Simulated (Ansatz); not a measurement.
The starting structures come from a database of crystals and need not be the phases stable at ambient conditions.

 Where the default PAW files enter, the runs use the earlier of Ansatz's two default sets.

The decay constant κ of evanescent states in the gap governs leakage through a thin film.

Here is the system:

```xyz
4
Lattice="4.2215 0.0000 0.0000 -2.1107 3.6559 0.0000 0.0000 0.0000 7.0212" Properties=species:S:1:pos:R:3 pbc="T T T"
Mg     2.1107     1.2186     3.4987
Mg     0.0000     2.4373     7.0094
Se     2.1107     1.2186     6.1554
Se     0.0000     2.4373     2.6448
```

Space group of this cell: P6_3mc, wurtzite. The cell is strained (lengths along the current scaled by 1.03, ions clamped); by r2SCAN its mean pressure is -1.3 GPa.

Transport runs along the normal of the first two printed cell vectors, the (001) (indices of the unstrained crystal) plane of the conventional cell.

No gap correction and no spin-orbit coupling; mid-gap values are interpolated between computed energies.

### Question
Estimate the band gap and the smallest decay constant κ at mid-gap that r2SCAN (Ansatz, a program for electronic structure) returns for this system.

### Answer
Gap 3.24 eV on a 12×12×4 mesh; κ = 0.202 1/Å, at the zone centre.
